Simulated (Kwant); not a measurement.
Device: zigzag graphene ribbon with Kane-Mele spin-orbit coupling. 18 zigzag chains, bond 0.142 nm, hopping 2.7 eV, scattering region 11 nm long; sites with one neighbour are removed; energy swept from -2.14 to 2.14 eV from the neutrality point. Staggered potential ±Δ on the two sublattices, Δ = 0.29 eV. Second-neighbour term iλ/(3√3) ν σz with λ = 0.79 eV, Rashba hopping 0 eV, exchange ±0 eV σz in the scattering region alone; these strengths are model values, not the material's.

The device is made up for the run: typed textbook-type constants, with dimensions and the other settings drawn at random.

Kwant, nearest-neighbour tight-binding model of a honeycomb sheet with an imaginary second-neighbour term, both spins, coherent transport at 0 K. Conductance is in e²/h.

Problem. Is the sheet in its topological phase, how wide is its bulk gap, and what conductance is due inside it?

Solution. At the two valleys the masses are λ ± Δ = 1.08 and 0.500 eV; the bulk gap is 2|λ − Δ| = 1.00 eV. λ > Δ, so the phase is topological, with edge channels that give G = 2. Simulated at 0.214 eV: 2.00 e²/h.
